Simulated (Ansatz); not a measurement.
# A constructed model of the (0001) surface of hcp Co, ferromagnetic, (√3x√3)R30° layer of Ga, one a cell, on the site that continues the host's stacking (bottom of the slab: a bare face, its two planes held)

Method: PBE (plane waves to 420 eV, PAW; Ansatz, a quantum-chemistry and plane-wave program).

Model: 19-atom slab, 12.2 Å thick at the start with caps and adatoms (thin: gaps and levels are the slab's own), 10x10x1 mesh, Fermi-Dirac 0.1 eV, dipole correction, 6 atoms held, the rest relaxed; start symmetry kept, larger cells not searched; spin-polarised, ending with about 29.1 μB a cell; orders that need a larger cell were not tried, no spin-orbit, no U. It is one candidate, not shown to be the stable structure of the face.

work function of the top face: 4.24 eV
energy released by relaxation: 0.086 eV
magnetic moment of the cell: 29.08 μB
cost: about 15 core-minutes (a rough figure)
